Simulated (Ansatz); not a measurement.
Amorphous Ti₂₀O₄₃Ga₂, 65 atoms at 3.72 g/cm³, one PBE-relaxed geometry, zone centre. Methods: PBE, scalar-relativistic without spin-orbit coupling (Ansatz, a first-principles code); r2SCAN, scalar-relativistic without spin-orbit coupling (Ansatz); HSE06, scalar-relativistic without spin-orbit coupling (Ansatz). Plane waves to 420 eV (r2SCAN 500 eV); exact exchange is cut at the cell's faces. At PBE the levels at the filled edge of the gap are localised (band-tail or defect states). All rungs ran without spin polarisation.

The cell was made by melting and quenching with the CHGNet potential and then relaxed with DFT. O atoms were pushed apart under 1.9 Å during the dynamics, to hinder bonds among them. The hot cell started wider than the set density and was brought back towards it in steps. It is the lowest in DFT energy of 2 quenches. It is a model cell: composition and starting density were chosen by hand, and all elements were melted together. No dispersion term was used. Its density started from a set value of 3.72 and ended at 3.72 g/cm³. The simulated quench (nominally 360 K/ps over its main leg) is rapid and tends to freeze in more defects than a deposited or slowly cooled glass has. One small periodic cell is one sample of the glass; other quenches scatter about these values. The volume was held where the preparation left it and the shape relaxed, at a PBE pressure of 1.3 GPa. Stress components on the final sampling reach 1.4 GPa.

The relaxation ran on the zone centre alone. At PBE the level gap is 2.33 eV on a 2×2×2 Γ-centred mesh, and the spacing at the zone centre alone 2.42 eV.

Question: What zone-centre spacing does r2SCAN give, roughly?

Answer: 2.75 eV (+0.33 eV against PBE).

Question: What zone-centre spacing does HSE06 give, roughly?

Answer: 3.92 eV (+1.50 eV against PBE).

The highest filled and the lowest empty state spread over these numbers of atoms (participation numbers): PBE: 10.8 and 14.6; r2SCAN: 10.5 and 12.9; HSE06: 10.5 and 13.7.
